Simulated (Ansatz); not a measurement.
## A computed series for Sr2GaSbO6: response to strain

The parent structure is Sr2GaSbO6 (space group Fm-3m, No. 225; a = 7.872 Å; a cell from a computed database, its experimental status unchecked). Axes: x, y, z lie along the cube axes.

Strains are applied to the cell and any free atomic positions relax; under biaxial strain the out-of-plane vector relaxes too; under stress the whole cell relaxes.

All numbers come from plane-wave PAW DFT at the PBEsol level (Ansatz, a first-principles code, 420 eV), no SOC.

Notes on the quantities. energy relative to the base: free energy F.

| case | volume per atom | band gap | energy relative to the base | electron mass |
|---|---|---|---|---|
| base | 12.20 Å³ | 1.12 eV | 0 meV/atom | 0.20 mₑ (at Γ) |
| biaxial strain +0.15 %, plane normal [001], relaxed out of plane | 12.22 Å³ | 1.09 eV | 0.0 meV/atom | 0.20 mₑ (at Γ) |
| isotropic strain +0.97 % | 12.56 Å³ | 0.78 eV | +5.0 meV/atom | 0.18 mₑ (at Γ) |
| uniaxial strain ε_xx = −5.25 % | 11.56 Å³ | 1.82 eV | +36 meV/atom | 0.24 mₑ (at Γ) |
| uniaxial strain ε_xx = −1.76 % | 11.98 Å³ | 1.32 eV | +3.5 meV/atom | 0.21 mₑ (at Γ) |
| tensor shear ε_xy = +1.89 % | 12.19 Å³ | 1.07 eV | +5.8 meV/atom | 0.20 mₑ (at Γ) |
| uniaxial stress, 8 GPa compression along z | 12.04 Å³ | 1.29 eV | +8.8 meV/atom | 0.21 mₑ (at Γ) |
| tensor shear ε_xy = −3.65 % | 12.18 Å³ | 0.94 eV | +22 meV/atom | 0.20 mₑ (at Γ) |

Spin-orbit coupling, missing from the scalar runs, can matter with Sb. Masses are band curvatures over ±0.01 Å⁻¹ around the edge. Beyond what the load breaks, stability against distortions was not tested.
